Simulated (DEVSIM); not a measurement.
## abrupt Si n-p junction

Structure: abrupt Si n-p junction, at 350 K.

```
layer (left to right)  material  thickness (μm)  Nd (cm⁻³)  Na (cm⁻³)  τn (s)  τp (s)
---------------------  --------  --------------  ---------  ---------  ------  ------
1                            Si           0.800     5.4e16          -  7.6e-7  7.6e-7
2                            Si             280          -     9.8e16  7.6e-7  7.6e-7
```

Left contact: ohmic. Right contact: ohmic. Voltage is applied to the left contact. Recombination: SRH at mid-gap, Auger. Mobility is μmin + (μ − μmin)/(1 + (N/Nref)^α).

This is a model device: material constants are rounded textbook-type values typed into the input, and sizes, dopings and lifetimes were drawn at random. Values at 300 K; Nc and Nv go as T^1.5, mobilities as T to minus their exponent, the gap by Varshni's rule with the affinity fixed.

```csv
parameter,Si
gap (eV),1.124
affinity (eV),4.05
permittivity,11.7
Nc (cm⁻³),2.86e19
Nv (cm⁻³),3.1e19
μn (cm²/Vs),1417
μp (cm²/Vs),470
"μn,min",52
"μp,min",45
"Nref,n",9.7e16
"Nref,p",2.2e17
αn,0.68
αp,0.72
T exponent of μn,2.3
T exponent of μp,2.2
Cn (cm⁶/s),2.8e-31
Cp (cm⁶/s),9.9e-32
Varshni α (eV/K),0.000473
Varshni β (K),636
```

Model (solved in DEVSIM): 1D drift-diffusion, Boltzmann statistics, complete ionisation; no tunnelling, impact ionisation, image-force lowering or self-heating.

| Item | Value |
|---|---|
| Potential step across the device at zero bias | 0.734 V |
| Largest field in the device at zero bias | 85000 V/cm |
| Dark forward voltage at 1 A/cm² | 0.520 V |
| Dark forward voltage at 100 A/cm² | 1.392 V |

Dark forward current:

(V (V), J (A/cm²)): (-0.05, -2.8e-7); (-0.10, -1.5e-6); (-0.15, -7.5e-6); (-0.20, -3.7e-5); (-0.30, -0.00098); (-0.35, -0.0051); (-0.40, -0.026); (-0.45, -0.13); (-0.50, -0.61); (-0.55, -2.1); (-0.60, -5.2); (-0.70, -14); (-0.75, -19); (-0.80, -25); (-0.85, -31); (-0.90, -37); (-0.95, -43); (-1.05, -55); (-1.10, -61); (-1.15, -68); (-1.20, -74); (-1.25, -81); (-1.30, -88); (-1.35, -94); (-1.45, -110); (-1.50, -110); (-1.55, -120); (-1.60, -130)

Small-signal capacitance in reverse bias (quasi-static):

| V (V) | C (nF/cm²) |
|---|---|
| 0.04 | 63.7 |
| 0.1 | 61.1 |
| 0.2 | 57.5 |
| 0.3 | 54.5 |
| 0.4 | 51.9 |
| 0.6 | 47.6 |
| 0.8 | 44.3 |
| 1 | 41.6 |
| 1.3 | 38.3 |
| 1.6 | 35.7 |
| 2 | 32.9 |
